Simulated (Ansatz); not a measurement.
Base system: BeSe in the zinc blende structure (space group F-43m, No. 216; a = 5.129 Å).

Now apply this change: a hydrostatic pressure of 7.5 GPa.

Levels (all Ansatz, a first-principles code, PAW): PBEsol (420 eV, spin-orbit coupling left out); HSE06 (420 eV, no spin-orbit coupling).

The geometry is relaxed with PBEsol.

| Quantity | Value |
|---|---|
| PBEsol lowest conduction level above the VBM at special points | X 2.28 eV; U 3.54 eV; K 3.54 eV; Γ 4.90 eV |

With HSE06 at the same geometry, the lowest conduction level above the VBM at special points becomes X 3.25 eV; U 4.54 eV; K 4.54 eV; Γ 6.05 eV (PBEsol: X 2.28 eV; U 3.54 eV; K 3.54 eV; Γ 4.90 eV).

Single points use the geometry relaxed with PBEsol. The hybrid gap comes from the SCF mesh plus the semilocal run's edge points and a few special points and is an upper bound. The levels and masses belong to the bands next to the band gap. Load acts through the strain it causes; cell and atoms are relaxed under it. Stability against distortions was not tested. Competing high-pressure phases were not computed.
